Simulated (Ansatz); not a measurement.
Pressure series in hypothetical rock salt YSi

Consider YSi in the rock salt structure (space group Fm-3m, No. 225; a = 5.7435 Å; a hypothetical phase, not in the database extracts checked).

Cell and atoms are relaxed at each pressure.

Calculations: plane-wave PAW DFT at the PBEsol level (Ansatz, a quantum-chemistry and plane-wave program, 420 eV), without spin-orbit coupling, earlier PAW set.

Two rows of this table had their results exchanged by mistake.

```csv
pressure,volume per atom (Å³),shortest distance (Å),band gap
pressure −2 GPa,24.41,2.901,zero
pressure −1 GPa,24.03,2.886,zero
pressure 0.9 GPa,23.40,2.860,zero
pressure 2.1 GPa,23.03,2.845,zero
pressure 4.5 GPa,22.37,2.818,zero
pressure 9 GPa,21.34,2.774,zero
pressure 15 GPa,18.25,2.633,zero
pressure 22.5 GPa,19.14,2.675,zero
pressure 30 GPa,20.23,2.725,zero
```

**Question.** Which two?

**Answer.** The rows for pressure 15 GPa and pressure 30 GPa: the volume has to fall steadily with pressure, so 20.23 Å³ belongs to pressure 15 GPa and 18.25 Å³ to pressure 30 GPa.

Load acts through the strain it causes; cell and atoms are relaxed under it. Stability against distortions was not tested. No other phases were tried under pressure. All final runs are without spin polarisation. An odd electron count without spin: YSi. YSi has a high density of states at the Fermi level and may be magnetic at this level.
